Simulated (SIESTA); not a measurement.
**A self-consistent single point of Na3YI6 (Fm-3m, 10 atoms in the cell) with SIESTA**

Computed with GGA PBEsol, numerical atomic orbitals DZP, PseudoDojo PBEsol standard norm-conserving potentials (rewritten from UPF to PSML) in SIESTA.

Input as run:

```
# files in the folder: Na.psml Y.psml I.psml (PseudoDojo PBEsol standard)
SystemName  Na3YI6
SystemLabel na3yi6

NumberOfAtoms                10
NumberOfSpecies              3
%block ChemicalSpeciesLabel
  1 11 Na
  2 39 Y
  3 53 I
%endblock ChemicalSpeciesLabel
LatticeConstant              8.637727 Ang
%block LatticeVectors
     0.000000000    0.707106742    0.707106742
     0.707106742    0.000000000    0.707106742
     0.707106742    0.707106742    0.000000000
%endblock LatticeVectors
AtomicCoordinatesFormat      Bohr
%block AtomicCoordinatesAndAtomicSpecies
    17.313089663   17.313089663   17.313089663  1
     5.771029888    5.771029888    5.771029888  1
    11.542059775   11.542059775   11.542059775  1
     0.000000000    0.000000000    0.000000000  2
     5.684002757   11.542059775   11.542059775  3
    17.400116794   11.542059775   11.542059775  3
    11.542059775    5.684002757   11.542059775  3
    11.542059775   17.400116794   11.542059775  3
    11.542059775   11.542059775    5.684002757  3
    11.542059775   11.542059775   17.400116794  3
%endblock AtomicCoordinatesAndAtomicSpecies

XC.functional                GGA
XC.authors                   PBEsol
PAO.BasisSize                DZP
PAO.EnergyShift              0.01 Ry
MeshCutoff                   350 Ry
%block kgrid.MonkhorstPack
    3   0   0  0.5
    0   3   0  0.5
    0   0   3  0.5
%endblock kgrid.MonkhorstPack
OccupationFunction           FD
ElectronicTemperature        10 K

MaxSCFIterations             150
SCF.Mixer.Method             Broyden
SCF.Mixer.Weight             0.2
SCF.Mixer.History            8
SCF.DM.Tolerance             1.0E-04
Diag.ParallelOverK           true
WriteForces                  true
```

Log, with long lists cut:

```
reinit: Reading from file input.fdf

reinit: System Name: Na3YI6
reinit: System Label: na3yi6

coor:   Atomic-coordinates input format  =     Cartesian coordinates
coor:                                            (in Bohr units)

siesta: Atomic coordinates (Bohr) and species
siesta:     17.31309  17.31309  17.31309  1        1
siesta:      5.77103   5.77103   5.77103  1        2
siesta:     11.54206  11.54206  11.54206  1        3
siesta:      0.00000   0.00000   0.00000  2        4
siesta:      5.68400  11.54206  11.54206  3        5
siesta:     17.40012  11.54206  11.54206  3        6
siesta:     11.54206   5.68400  11.54206  3        7
siesta:     11.54206  17.40012  11.54206  3        8
siesta:     11.54206  11.54206   5.68400  3        9
siesta:     11.54206  11.54206  17.40012  3       10

siesta: System type = bulk

initatomlists: Number of atoms, orbitals, and projectors:     10   124   234

siesta: ******************** Simulation parameters ****************************
redata: Spin configuration                          = none
redata: Time-Reversal Symmetry                      = T
redata: Number of Atomic Species                    =        3
redata: Mesh Cutoff                                 =   350.0000 Ry
redata: Net charge of the system                    =     0.0000 |e|
redata: Min. number of SCF Iter                     =        0
redata: Max. number of SCF Iter                     =      150
redata: SCF convergence failure will abort job
redata: SCF mix quantity                            = Hamiltonian
redata: Mix DM or H after convergence               =   F
redata: Recompute H after scf cycle                 =   F
redata: Mix DM in first SCF step                    =   T
redata: No kicks to SCF
redata: DM Mixing Weight for Kicks                  =     0.5000
redata: Require Harris convergence for SCF          =   F
redata: Harris energy tolerance for SCF             =     0.000100 eV
   [... lines left out ...]
diag: Parallel distribution                         =     1 x     1
diag: Used triangular part                          = Lower
diag: Absolute tolerance                            =  0.100E-15
diag: Orthogonalization factor                      =  0.100E-05
diag: Memory factor                                 =  1.0000

superc: Internal auxiliary supercell:     5 x     5 x     5  =     125
superc: Number of atoms, orbitals, and projectors:   1250  15500  29250

                        Single-point calculation

superc: Internal auxiliary supercell:     5 x     5 x     5  =     125
superc: Number of atoms, orbitals, and projectors:   1250  15500  29250

outcell: Unit cell vectors (Ang):
        0.000000    6.107795    6.107795
        6.107795    0.000000    6.107795
        6.107795    6.107795    0.000000

outcell: Cell vector modules (Ang)   :    8.637727    8.637727    8.637727
outcell: Cell angles (23,13,12) (deg):     60.0000     60.0000     60.0000
outcell: Cell volume (Ang**3)        :    455.7045
new_DM -- step:     1
Initializing Density Matrix...

Attempting to read DM from file... Failed...
DM filled with atomic data:

InitMesh: MESH = 80 x 80 x 80 = 512000
InitMesh: Mesh cutoff (required, used) =   350.000   355.610 Ry

stepf: Fermi-Dirac step function
        iscf     Eharris(eV)        E_KS(eV)     FreeEng(eV)     dDmax    Ef(eV) dHmax(eV)
   scf:    1    -6963.116424    -6948.879908    -6948.879908  1.681572 -3.314318  5.064768
   scf:    2    -6949.748193    -6949.390794    -6949.390794  0.027834 -3.756578  3.248968
   scf:    3    -6949.656504    -6949.555155    -6949.555155  0.024962 -4.376352  1.965228
   scf:    4    -6949.594956    -6949.587256    -6949.587256  0.014820 -5.108868  0.459742
   scf:    5    -6949.576438    -6949.587617    -6949.587617  0.008583 -3.450043  0.434486
   scf:    6    -6949.596168    -6949.593962    -6949.593962  0.004632 -3.475408  0.030168
   scf:    7    -6949.593666    -6949.593839    -6949.593839  0.000465 -3.472186  0.068697
   scf:    8    -6949.594059    -6949.593981    -6949.593981  0.000595 -3.474613  0.016194
   scf:    9    -6949.593989    -6949.593989    -6949.593989  0.000219 -3.475490  0.002552
   scf:   10    -6949.593989    -6949.593989    -6949.593989  0.000028 -3.475639  0.001428
   scf:   11    -6949.593989    -6949.593989    -6949.593989  0.000018 -3.475620  0.000374
SCF Convergence by DM+H criterion
max |DM_out - DM_in|         :     0.0000180711
max |H_out - H_in|      (eV) :     0.0003737600
SCF cycle converged after 11 iterations

Using DM_out to compute the final energy and forces

siesta: E_KS(eV) =            -6949.5940

siesta: E_KS - E_eggbox =     -6949.5940

siesta: Atomic forces (eV/Ang):
     1    0.000210    0.000210    0.000210
     2   -0.000210   -0.000210   -0.000210
     3    0.000000    0.000000    0.000000
     4    0.000000    0.000000    0.000000
     5   -0.137916    0.000390    0.000390
     6    0.137916   -0.000390   -0.000390
     7    0.000390   -0.137916    0.000390
     8   -0.000390    0.137916   -0.000390
     9    0.000390    0.000390   -0.137916
    10   -0.000390   -0.000390    0.137916
   Tot    0.000000    0.000000    0.000000
   Max    0.137916
   Res    0.061679    sqrt( Sum f_i^2 / 3N )
   Max    0.137916    constrained

Stress tensor Voigt[x,y,z,yz,xz,xy] (kbar):       21.82       21.82       21.82       -0.06       -0.06       -0.06
(Free)E + p*V (eV/cell)    -6955.8015
Target enthalpy (eV/cell)    -6949.5940

siesta: Program's energy decomposition (eV):
siesta: Ebs     =     -1556.857558
siesta: Eions   =      9568.352007
siesta: Ena     =      1648.273193
siesta: Ekin    =      3101.622202
siesta: Enl     =      -767.154547
siesta: Eso     =         0.000000
siesta: Edftu   =         0.000000
siesta: DEna    =        48.625574
siesta: DUscf   =         1.656900
siesta: DUext   =         0.000000
siesta: Ex      =     -1294.629399
siesta: Ec      =      -119.635906
siesta: Exc     =     -1414.265306
siesta: Eharris =     -6949.593989
siesta: Etot    =     -6949.593989
siesta: FreeEng =     -6949.593989

siesta: Atomic forces (eV/Ang):
siesta:      1    0.000210    0.000210    0.000210
siesta:      2   -0.000210   -0.000210   -0.000210
siesta:      3    0.000000    0.000000    0.000000
siesta:      4    0.000000    0.000000    0.000000
siesta:      5   -0.137916    0.000390    0.000390
siesta:      6    0.137916   -0.000390   -0.000390
siesta:      7    0.000390   -0.137916    0.000390
siesta:      8   -0.000390    0.137916   -0.000390
siesta:      9    0.000390    0.000390   -0.137916
siesta:     10   -0.000390   -0.000390    0.137916
siesta: ----------------------------------------
siesta:    Tot    0.000000    0.000000    0.000000

siesta: Stress tensor (static) (eV/Ang**3):
siesta:     0.013622   -0.000035   -0.000035
siesta:    -0.000035    0.013622   -0.000035
siesta:    -0.000035   -0.000035    0.013622

siesta: Cell volume =        455.704536 Ang**3

siesta: Pressure (static):
siesta:                Solid            Molecule  Units
siesta:          -0.00014836         -0.00016883  Ry/Bohr**3
siesta:          -0.01362189         -0.01550107  eV/Ang**3
siesta:         -21.82467483        -24.83545243  kBar
```

The run converged in 11 iterations.

The starting cell comes from a database of computed structures (which also holds hypothetical and non-ambient phases and stackings), without a prior relaxation at this level. Values carry the incompleteness of an atom-centred basis.

Cost on one core of a shared machine: roughly 40 s.
